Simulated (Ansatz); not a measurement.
The starting structures come from a database of crystals and need not be the phases stable at ambient conditions.

 Where the default PAW files enter, the runs use the earlier of Ansatz's two default sets.

Tunnelling through a barrier is set by its complex band structure: the current falls as exp(−2κd) with the smallest κ.

Input:

```yaml
crystal:
  lattice:
    - [6.41691, 0.00000, 0.00000]
    - [0.00000, 6.41691, 0.00000]
    - [3.20845, -3.20845, 4.53744]
  atoms:
    - { symbol: Na, position: [0.87500, 0.37500, 0.75000] }
    - { symbol: Na, position: [0.37500, 0.37500, 0.25000] }
    - { symbol: Na, position: [0.37500, 0.37500, 0.75000] }
    - { symbol: Na, position: [0.37500, 0.87500, 0.25000] }
    - { symbol: W, position: [0.75000, 0.75000, 0.50000] }
    - { symbol: W, position: [0.00000, 0.00000, 0.00000] }
    - { symbol: O, position: [0.09233, 0.63589, 0.27178] }
    - { symbol: O, position: [0.11411, 0.11411, 0.77178] }
    - { symbol: O, position: [0.63589, 0.63589, 0.27178] }
    - { symbol: O, position: [0.11411, 0.65767, 0.77178] }
    - { symbol: O, position: [0.63589, 0.09233, 0.72822] }
    - { symbol: O, position: [0.11411, 0.11411, 0.22822] }
    - { symbol: O, position: [0.63589, 0.63589, 0.72822] }
    - { symbol: O, position: [0.65767, 0.11411, 0.22822] }
```

Space group of this cell: Fd-3m, spinel. The cell is taken as given; by r2SCAN its mean pressure is -1.5 GPa.

Transport runs along the normal of the first two printed cell vectors, the (001) plane of the conventional cell.

The gap is the functional's own. No spin-orbit coupling. Mid-gap values are interpolated on the energy grid.

Q: Give the band gap and the smallest decay constant κ at mid-gap that r2SCAN run with Ansatz (a program for electronic structure) yields.

A: Gap 5.61 eV on a 8×8×8 mesh; κ = 0.508 1/Å, at the zone centre.
